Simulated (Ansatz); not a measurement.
## rock-salt PbS (0 0 1) on zinc-blende InAs (0 0 1) (film strained to the substrate, started from cuts of the bulks and a machine-learned relaxation; metallic at this level, with no gap by band count; slabs As6In5 and Pb4S4, which can lie off the formulas)

A periodic stack without vacuum, rock-salt PbS (0 0 1) on zinc-blende InAs (0 0 1) (film strained to the substrate, started from cuts of the bulks and a machine-learned relaxation; metallic at this level, with no gap by band count; slabs As6In5 and Pb4S4, which can lie off the formulas): substrate slab As6In5, film Pb4S4, surface cells [[1, 0], [1, 1]] and [[1, 0], [1, 1]], film strained by +2.9 and +2.9 %, outermost planes As/As and PbS/PbS as cut, which need not be the usual terminations and can put a slab off its formula.

The start was prepared with a machine-learned potential, and the result is one local minimum, with the in-plane cell held and forces under 0.04 eV/Å; the film can end far from its bulk form.

Method: PBE (plane waves to 420 eV, PAW; Ansatz, a first-principles code). Spin–orbit coupling is left out. Its k-point mesh 5×5×1, Fermi–Dirac width 0.05 eV.

- interface area: 19.1 Å²
- period: 29.48 Å
- heights between the nearest atoms of the two slabs at the two interfaces: 2.68 and 2.13 Å
- As–S contacts across the interfaces within 1.22 times the sum of covalent radii: 1, mean 2.33 Å
- As–Pb contacts across the interfaces within 1.22 times the sum of covalent radii: 1, mean 2.91 Å
- spin-polarised check at this geometry: keeps a moment, energy 0.00 eV
- slope of the mean potential energy in the substrate: +1.9 MV/cm × e

```
CELL_PARAMETERS angstrom
      4.37254     0.00106    -0.11091
      0.00062     4.37347     0.06813
     -1.83596     0.45524    29.54687
ATOMIC_POSITIONS crystal
  As 0.89609 0.62944 0.14214
  As 0.53257 0.15005 0.04245
  As 0.03715 0.58616 0.35190
  As 0.47881 0.10761 0.24706
  As 0.16174 0.56312 0.56138
  As 0.59930 0.05533 0.45654
  In 0.94893 0.11846 0.19474
  In 0.35707 0.64026 0.08884
  In 0.06863 0.07559 0.40467
  In 0.50619 0.59658 0.29966
  In 0.63160 0.54164 0.51056
  Pb 0.78158 0.68458 0.75910
  Pb 0.21735 0.28507 0.65236
  Pb 0.83249 0.66549 0.96808
  Pb 0.33610 0.19675 0.86085
  S  0.29121 0.22859 0.76768
  S  0.72632 0.69182 0.66722
  S  0.27415 0.16432 0.97027
  S  0.77781 0.68581 0.87485
```
